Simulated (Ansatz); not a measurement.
CdTe under load (space group I-4m2), r2SCAN with spin-orbit coupling, rigid bands (Ansatz, a first-principles code). Condition of this run: uniaxial stress zz = -2 GPa (compression positive) (the target of the relaxation). Band gap 0.70 eV, N_c = 5.94e17 cm⁻³ and N_v = 3.66e18 cm⁻³ at 300 K, conductivity masses along y (a = (0.00, 3.19, 3.51) Å; b = (3.19, 0.00, 3.51) Å; c = (3.19, 3.19, 0.00) Å) of 0.0865 mₑ (electrons) and 0.249 mₑ (holes). Take k_BT = 0.02585 eV.

What thermal injection velocity √(2k_BT/πm) limits a ballistic channel along the direction named?

1.83e7 cm/s for electrons and 1.08e7 cm/s for holes, a ratio of √(m_h/m_e) = 1.70, for dilute carriers.

Find the intrinsic carrier density and the intrinsic Fermi level.

n_i = √(N_c N_v) exp(−E_g/2k_BT) = 1.47e18 × exp(−13.54) = 1.9e12 cm⁻³. The level lies (k_BT/2) ln(N_v/N_c) = 24 meV from mid-gap (positive towards the conduction band). Each 0.1 eV added to the gap lowers n_i by a factor of 6.9.

Rigid bands with the computed gap; masses take one relaxation time for all states.
